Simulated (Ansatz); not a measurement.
## Response to strain in CdI2

Start from CdI₂ in the CdI2 type structure (space group P-3m1, No. 164; a = 4.242 Å, c = 6.822 Å; layered, stacked along the Cartesian z axis).

Strains are applied to the cell and any free atomic positions relax.

All numbers come from Ansatz (a quantum-chemistry and plane-wave program) PBE-D3(BJ), scalar-relativistic without spin-orbit coupling.

Candidates:
(a) isotropic strain +0.50 %
(b) isotropic strain −1.00 %
(c) isotropic strain −0.50 %
(d) isotropic strain −1.50 %
(e) isotropic strain +2.50 %

Before the change:

```
Item        Value
--------  -------
Band gap  2.30 eV
```

Question: Order them by band gap, lowest first.

Answer: (d) isotropic strain −1.50 % (2.22 eV), (b) isotropic strain −1.00 % (2.25 eV), (c) isotropic strain −0.50 % (2.27 eV), (a) isotropic strain +0.50 % (2.32 eV), (e) isotropic strain +2.50 % (2.37 eV)

With I present, leaving out spin-orbit coupling can change the band edges. Stability against distortions was not tested.
